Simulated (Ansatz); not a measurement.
BN: response to strain

Base system: BN in the wurtzite structure (space group P6_3mc, No. 186; a = 2.523 Å, c = 4.175 Å). Axes: x lies along a and z along c of the hexagonal cell.

Strains are applied to the cell and any free atomic positions relax.

The values are results of Ansatz (a program for electronic structure) LDA, spin-orbit coupling left out, not measurements.

Notes on the quantities. energy relative to the base: free energy F.

```tsv
case	energy relative to the base	band gap	shortest interatomic distance
base	0 meV/atom	4.93 eV	1.548 Å
uniaxial strain ε_zz = +1.20 %	+2.7 meV/atom	4.91 eV	1.550 Å
uniaxial strain ε_zz = +1.80 %	+6.1 meV/atom	4.90 eV	1.551 Å
uniaxial strain ε_zz = +2.40 %	___	4.90 eV	___
uniaxial strain ε_zz = +3.00 %	+16 meV/atom	4.91 eV	1.553 Å
```

Question: Some entries are withheld; estimate them.

Answer: 
- uniaxial strain ε_zz = +2.40 %, energy relative to the base: +11 meV/atom
- uniaxial strain ε_zz = +2.40 %, shortest interatomic distance: 1.552 Å

Stability against distortions was not tested.
